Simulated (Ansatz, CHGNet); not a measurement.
C axis length (Å) of solids drawn from the class of silicides and borides, at two levels: the machine-learned potential CHGNet 0.3.0 (trained on PBE and PBE+U data), and r²SCAN in Ansatz (plane waves, PAW).

```tsv
solid	CHGNet 0.3.0	r²SCAN	shift (%)
AlB2-type ZrB2	3.538	3.551	+0.37
AlB2-type TiB2	3.218	3.222	+0.12
C11b MoSi2	7.891	7.818	-0.93
AlB2-type MgB2	3.515	3.511	-0.11
AlB2-type HfB2	3.500	3.479	-0.60
C11b WSi2	7.933	7.804	-1.63
```

The shifts run from -1.63 % to +0.37 %, with a median of -0.36 %.

Of 6 rows, r²SCAN is the larger in 2 and the smaller in 4.

Ansatz's runs of these crystals have no spin polarisation.

Spin–orbit coupling is left out, also for the solids with elements from indium on (AlB2-type HfB2, C11b WSi2); its size isn't shown.

Ansatz's density-functional and Hartree–Fock values are scalar-relativistic unless marked +SOC, with PAW data made under PBE.

Ansatz is an electronic-structure program.
